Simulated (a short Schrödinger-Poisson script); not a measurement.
Structure: gated In0.52Al0.48As/In0.53Ga0.47As δ-doped gas in a quantum well, at 77 K.

```tsv
layer	material	thickness (nm)	Na (cm⁻³)
1	In0.52Al0.48As	15	-
2	In0.52Al0.48As	3	-
3	In0.53Ga0.47As	15	-
4	In0.52Al0.48As	4000	2e15
```

Constants are typed, rounded textbook-type inputs, not results; the design itself was drawn at random and stands for no fabricated device. In0.52Al0.48As: permittivity 12.5, conduction-band edge (eV) 0.52, gap (eV) 1.45, electron mass (mₑ) 0.075, Nv at 300 K (cm⁻³) 1.1e19. In0.53Ga0.47As: permittivity 13.9, conduction-band edge (eV) 0, gap (eV) 0.74, Nv at 300 K (cm⁻³) 7.7e18.

Channel valleys (confinement mass, in-plane density-of-states mass, number): Γ 0.041, 0.041, 1. At the gate the conduction-band edge of layer 1 lies 0.65 eV − eVg above the Fermi level of the channel; the field vanishes at the back. Sheet of ionised δ-doping: +2.1e12 e/cm² at 15 nm from the gate. The barrier under the gate holds no holes. Gaps are held at their typed values at every temperature. Mesh 0.08 nm at interfaces.

From a short Schrödinger-Poisson script (our own, NumPy): 1D Poisson equation in equilibrium, electrons quantum, Hartree plus LDA exchange-correlation (BenDaniel-Duke, 40 states a valley, the channel's in-plane mass for all, wave functions free to enter the barrier), parabolic valleys, classical holes, full ionisation, no traps, pinning or gate leakage.

The same stack at other levels of the model or other numerical settings:

| run | sheet density of all electrons at Vg = 0.4 V (cm⁻²) | sheet density of all electrons at Vg = -0.1 V (cm⁻²) | capacitance at Vg = 0.4 V (μF/cm²) | centroid of the channel electrons at Vg = 0.4 V (nm) | rough cost against the base |
|---|---|---|---|---|---|
| base | 1.82e12 | 4.02e11 | 0.485 | 5.17 | about 1 |
| electrons treated as classical, Boltzmann | 2.43e12 | 5.78e11 | 0.602 | 0.94 | 0.01 |
| electrons treated as classical, Fermi-Dirac | 1.85e12 | 4.34e11 | 0.470 | 4.96 | 0.07 |
| electrons treated as quantum, Hartree | 1.78e12 | 3.79e11 | 0.481 | 5.26 | about 1 |
| mesh six times as coarse | 1.82e12 | 4.01e11 | 0.485 | 5.14 | 0.3 |
| one subband a valley | 1.80e12 | 4.02e11 | 0.459 | 4.94 | 0.2 |

The classical rows ignore confinement, and Boltzmann statistics overrate the density once the band edge passes the Fermi level.
